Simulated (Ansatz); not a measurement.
An Ansatz (a quantum-chemistry and plane-wave program) run: Sn with a change (biaxial strain +3.00 %, plane normal [001], relaxed out of plane); PBE/PAW in Ansatz, no spin-orbit coupling.

Input:

Ansatz 0.2 input:
```yaml
crystal:
  lattice:
    - [4.8478214634, 0, 0]
    - [0, 4.8478214634, 0]
    - [2.4239107317, -2.4239107317, 3.2781636109]
  atoms:
    - { symbol: Sn, position: [0, 0, 0] }
    - { symbol: Sn, position: [0.75, 0.75, 0.5] }
basis: { ecutwfc: 420, ecutrho_ratio: 4, xc_grid: 2, fft_grid_basis: typed }
kpoints: { mp_grid: { grid: [15, 15, 15] } }
hamiltonian:
  xc: pbe
  dispersion: none
  pseudopotentials: { kind: paw }
scf: { occupations: { method: fermi_dirac, width: 0.1 } }
relax: { f_tol: 0.005, max_steps: 50, cell: { stress_tol: 0.01, fix: [a, b, gamma] } }
output: { forces: true, stress: true }
checkpoint: { write: state.ck, write_every: 1000 }
```

Output (explanatory and most iteration lines left out):

```
Relaxation: its limit of steps is 50 (relax.max_steps)
Pseudopotential: Sn, paw, valence charge 14
Crystal: 2 atoms, lattice volume = 77.041 Å³
Basis set: ecut = 420 eV, 1487 PW (Γ), exchange–correlation on 72×72×64 points (8 copies of the dense FFT grid, shifted against one another)
Bands: 18, of which v1, the nominal top of the filled ones, is band 14 counted from 1 (13 counted from 0)
Symmetry: 16 space group operations
Space group: I41/amd (ITA 141), of the structure as read, at distance tolerance 4.3e-5 Å
k-points: 288 of 3375
Functional: x = pbe(κ = 0.804, μ = 0.2195149727645171), c = pbe(β = 0.06672455060314922)
SCF iter   1: F=—  HF=-12048.405171 eV  |F-HF|=—  |Δ(HF+E_count)|=         —  Δρ=8.90e-4  dr2=1.14e-3  ethr=1.77e-3  ⟨swp⟩=5.9  Hψ=26660  notcnv=0
SCF iter   2: F=—  HF=-12048.404142 eV  |F-HF|=—  |Δ(HF+E_count)|=   1.03e-3  Δρ=6.52e-4  dr2=8.82e-4  ethr=4.08e-6  ⟨swp⟩=2.1  Hψ=11437  notcnv=0
SCF 1 converged in 6 iterations: F = -12048.404418 eV  dr2 = 5.45e-8
relax step   1: F+E_penalty+E_count = -12048.40441775 eV  Δ(F+E_penalty+E_count) = +0.000e0 eV  max|allowed force component| = 1.735e-18 eV/Å  Δτ_max = 0.0000 Å  P = -1.418 GPa  Ω = 77.041 Å³  fix = [a, b, gamma]  reactions: a -1.803, b -1.803 GPa  (6 SCF iters, dr2 threshold 1.00e-7 eV, accepted)
[... steps on the carried basis left out ...]
relax step   3: F+E_penalty+E_count = -12048.40680165 eV  Δ(F+E_penalty+E_count) = -6.883e-5 eV  max|allowed force component| = 1.735e-18 eV/Å  Δτ_max = 0.0000 Å  P = -0.998 GPa  Ω = 75.938 Å³  energy of the carried Pulay correction = +1.393e-4 eV  fix = [a, b, gamma]  reactions: a -1.498, b -1.498 GPa  (5 SCF iters, dr2 threshold 2.31e-8 eV, accepted)
Crystal: 2 atoms, lattice volume = 75.938 Å³
SCF iter   1: F=—  HF=-12048.406663 eV  |F-HF|=—  |Δ(HF+E_count)|=         —  Δρ=1.43e-5  dr2=2.51e-8  ethr=3.46e-7  ⟨swp⟩=2.9  Hψ=38883  notcnv=0
SCF iter   2: F=—  HF=-12048.406663 eV  |F-HF|=—  |Δ(HF+E_count)|=   2.02e-7  Δρ=7.63e-6  dr2=7.42e-9  ethr=8.95e-11  ⟨swp⟩=3.2  Hψ=10516  notcnv=0
SCF 4 converged in 8 iterations: F = -12048.406663 eV  dr2 = 2.21e-13
SCF converged after 8 iterations
Free energy (F): -12048.406663 eV
Internal energy: -12048.399194 eV  (E = F + TS)
E sigma→0 (E₀):  -12048.402928 eV
Entropy (-TS):   -0.007469 eV (-3.735 meV/atom)
Fermi energy:    6.574433 eV
--- Forces (eV/Å), atoms counted from 1 ---
  atom   1  Sn     0.00000000     0.00000000     0.00000000
  atom   2  Sn     0.00000000     0.00000000    -0.00000000
--- Stress (GPa, compression-positive) ---
       -1.496838       0.000000       0.000000
        0.000000      -1.496838       0.000000
        0.000000       0.000000       0.000929
  P = ⅓ Tr σ = -0.9976 GPa (-9.976 kbar)
--- Relaxed structure (3 steps of the walk, 3 accepted, 1 SCFs on fresh bases) ---
  cell:  # Å, volume = 75.9383 Å³
    - [4.8478214634, 0.0, 0.0]
    - [0.0, 4.8478214634, 0.0]
    - [2.4239107317, -2.4239107317, 3.2312277585192124]
  atoms:
    - { symbol: Sn, position: [3.671891821505371e-36, -3.671891821505371e-36, -7.343783643010741e-36] }
    - { symbol: Sn, position: [0.75, 0.7500000000000001, 0.5] }
```

Stability against distortions was not tested. The cell was made from Sn in the diamond structure (space group Fd-3m, No. 227) by this change: biaxial strain +3.00 %, plane normal [001], relaxed out of plane.
